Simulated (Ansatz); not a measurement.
Rock-salt LuN was calculated with PBEsol in Ansatz (plane waves, PAW).

Input file:

Ansatz 0.2 input:
```yaml
crystal:
  lattice:
    - [0.0, 2.38, 2.38]
    - [2.38, 0.0, 2.38]
    - [2.38, 2.38, 0.0]
  atoms:
    - { symbol: Lu, position: [0.0, 0.0, 0.0] }
    - { symbol: N, position: [0.5, 0.5, 0.5] }
basis:
  ecutwfc: 520
  ecutrho_ratio: 4
  xc_grid: 2
kpoints:
  mp_grid: { grid: [20, 20, 20] }
hamiltonian:
  xc: pbesol
  dispersion: none
  pseudopotentials: { kind: paw }
scf:
  occupations: { method: fermi_dirac, width: 0.05 }
  convergence: { dr2_threshold: 0.0000000002 }
output:
  forces: true
  stress: true
  eigenvalues: true
```

Q: How many irreducible k-points, plane waves at Γ does the program set up, and what pressure does the run end with?

A: 256 irreducible k-points, 725 plane waves at Γ; P = -6.32 GPa, so the cell is stretched on average and its volume would shrink at this level.

From the output:

```
Crystal: 2 atoms, lattice volume = 26.963 Å³
Basis set: ecut = 520 eV, 725 PW (Γ), exchange–correlation on 54×54×54 points (8 copies of the dense FFT grid, shifted against one another)
Bands: 19, of which v1, the nominal top of the filled ones, is band 15 counted from 1 (14 counted from 0)
Symmetry: 48 space group operations
Space group: Fm-3m (ITA 225), of the structure as read, at distance tolerance 3.0e-5 Å
k-points: 256 of 8000
Functional: x = pbesol(κ = 0.804, μ = 0.12345679012345678), c = pbesol(β = 0.046)
SCF iter   1: F=—  HF=-14993.827664 eV  |F-HF|=—  |Δ(HF+E_count)|=         —  Δρ=1.42e-2  dr2=6.10e-2
SCF iter   2: F=—  HF=-14993.813492 eV  |F-HF|=—  |Δ(HF+E_count)|=   1.42e-2  Δρ=2.04e-3  dr2=1.04e-3
  ...
SCF iter   9: F=—  HF=-14993.813281 eV  |F-HF|=—  |Δ(HF+E_count)|=  8.26e-10  Δρ=9.56e-7  dr2=1.42e-10
SCF iter  10: F=-14993.813281 eV  HF=-14993.813281 eV  |F-HF|=1.82e-12  |Δ(HF+E_count)|=  1.87e-10  Δρ=1.96e-7  dr2=9.41e-12
SCF 1 converged in 10 iterations: F = -14993.813281 eV  dr2 = 9.41e-12
SCF converged after 10 iterations
Free energy (F): -14993.813281 eV
Internal energy: -14993.812804 eV  (E = F + TS)
E sigma→0 (E₀):  -14993.813042 eV
Fermi energy:    16.560610 eV
--- Stress (GPa, compression-positive) ---
       -6.317136      -0.000000      -0.000000
        0.000000      -6.317136       0.000000
       -0.000000       0.000000      -6.317136
  P = ⅓ Tr σ = -6.3171 GPa (-63.171 kbar)
```

The PAW data were made under PBE.

Note: cell and atoms aren't relaxed at this level (pressure -6.3 GPa).

Ansatz is a first-principles code.
